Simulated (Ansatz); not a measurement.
Gap of a one-dimensional NaCl body, 2 atoms a period at several levels, all on one geometry.

```xyz
2
Lattice="11.0000 0.0000 0.0000 0.0000 11.0000 0.0000 0.0000 0.0000 5.0229" Properties=species:S:1:pos:R:3 pbc="T T T"
Na     5.5000     5.5000     0.0000
Cl     5.5000     5.5000     2.5114
```

Levels: PBE (plane waves to 420 eV, PAW; Ansatz, a first-principles code); r2SCAN (plane waves to 500 eV, PAW; Ansatz); HSE06 (Ansatz). Unmarked values and the geometry are of the first. Mesh 1×1×60. No spin polarisation. Isolated but for its images some 11 Å away. A hypothetical model. Symmetry and one short period hold its shape; lower forms weren't sought. Pairing along the axis, which can open a gap, is among the distortions not tried. HSE06 ran on a 1×1×4 mesh and at PBE's edge points.

```json
[
 {"level": "PBE", "gap (eV)": "4.97"},
 {"level": "r2SCAN", "gap (eV)": "5.89"},
 {"level": "HSE06", "gap (eV)": "___"}
]
```

Some entries are withheld; supply them.


- HSE06, gap (eV): 6.17
